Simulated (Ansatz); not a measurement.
# MgO (Fm-3m): band-edge transport data

Here is the system:

```
MgO
1.0
    0.00000     2.12720     2.12720
    2.12720     0.00000     2.12720
    2.12720     2.12720     0.00000
Mg O
1 1
Direct
  0.00000   0.00000   0.00000
  0.50000   0.50000   0.50000
```

Calculation: PBE, rigid bands (plane waves, PAW, scalar-relativistic; Ansatz, a program for electronic structure). Condition of this run: functional PBE, cell relaxed with it. Geometry: cell and atoms relaxed with PBE.

```
Property                                                                                                                                                       Value
---------------------------------------------------------------------------------------------------------------------------------------  ---------------------------
band gap                                                                                                                                                     4.46 eV
electron conductivity mass (300 K, dilute)                                                                                                                   0.35 mₑ
hole conductivity mass (300 K, dilute)                                                                                                                        2.4 mₑ
effective density of states N_c (300 K)                                                                                                                  5.2e18 cm⁻³
effective density of states N_v (300 K)                                                                                                                  3.1e20 cm⁻³
density-of-states mass, electrons                                                                                                                            0.35 mₑ
density-of-states mass, holes                                                                                                                                 5.4 mₑ
Seebeck coefficient, n-type 1e19 cm⁻³, 300 K                                                                                                               -170 μV/K
best n-type power factor at 300 K for τ = 10 fs (best axis; densities from 1e16 to 1e21 cm⁻³ tried, whether or not they can be reached)  2.3 μW/(cm·K²) at 3e19 cm⁻³
Seebeck coefficient, p-type 1e19 cm⁻³, 300 K                                                                                                                514 μV/K
```

Rigid bands; masses and Seebeck coefficients take one relaxation time τ for all states and one kind of carrier; polarons and phonon drag are left out. Spin-orbit coupling is left out.
